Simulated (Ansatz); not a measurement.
## Pressure series in Cs2CaBr4

The parent structure is Cs2CaBr4 (space group I4/mmm, No. 139; a = 5.6095 Å, c = 17.7695 Å; a cell from a computed database, its experimental status unchecked).

Cell and atoms are relaxed at each pressure.

Method: Ansatz (a program for electronic structure), PBEsol, PAW, cutoff 420 eV, scalar-relativistic without spin-orbit coupling.

| pressure (GPa) | volume per atom (Å³/atom) |
|---|---|
| -1 | 43.167 |
| 0 | 39.939 |
| 1.8 | ? |
| 4.2 | 33.793 |
| 9 | 30.380 |
| 18 | 26.768 |
| 30 | 23.969 |
| 45 | 21.743 |
| 60 | 20.185 |

Q: Fit the third-order Birch–Murnaghan form P(V) = (3B₀/2)[(V₀/V)^(7/3) − (V₀/V)^(5/3)]·[1 + (3/4)(B₀′ − 4)((V₀/V)^(2/3) − 1)] (squares taken in P) to the rows shown and predict the withheld row.

A: Least squares on the printed values gives V₀ = 39.896 Å³/atom, B₀ = 17.9 GPa, B₀′ = 4.6; this predicts 36.712 Å³/atom, and the run gives 36.587 Å³/atom, 0.125 lower.

Load acts through the strain it causes; cell and atoms are relaxed under it. Whether these cells are dynamically stable was not tested. Competing high-pressure phases were not computed.
